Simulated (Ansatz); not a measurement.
ZnSnO3, pressure series

The reference is ZnSnO₃ (space group R3c, No. 161; a = 5.278 Å, c = 14.010 Å (hexagonal axes)).

Cell and atoms are relaxed at each pressure.

The values are results of PBEsol (Ansatz, an electronic-structure program; PAW; 420 eV plane waves; no spin-orbit coupling), not measurements.

Notes on the quantities. enthalpy: H = E + PV relative to the base's energy.

```tsv
case	band gap	shortest interatomic distance	enthalpy
base	1.25 eV	3.767 bohr	–
pressure −2 GPa	1.18 eV	3.780 bohr	-0.14 eV/atom
pressure −1 GPa	1.21 eV	3.774 bohr	-0.07 eV/atom
pressure 0.3 GPa	1.26 eV	3.765 bohr	+0.02 eV/atom
pressure 0.7 GPa	1.27 eV	3.762 bohr	+0.05 eV/atom
pressure 1.5 GPa	1.30 eV	3.757 bohr	+0.11 eV/atom
pressure 3 GPa	___	___	+0.21 eV/atom
pressure 5 GPa	1.41 eV	3.737 bohr	+0.35 eV/atom
pressure 7.5 GPa	1.48 eV	3.723 bohr	+0.52 eV/atom
pressure 10 GPa	1.55 eV	3.709 bohr	+0.69 eV/atom
```

Problem. Some entries are withheld; estimate them.

Solution. 
- pressure 3 GPa, band gap: 1.35 eV
- pressure 3 GPa, shortest interatomic distance: 3.748 bohr

Load acts through the strain it causes; cell and atoms are relaxed under it. No phonon test of stability was made. No other phases were tried under pressure.
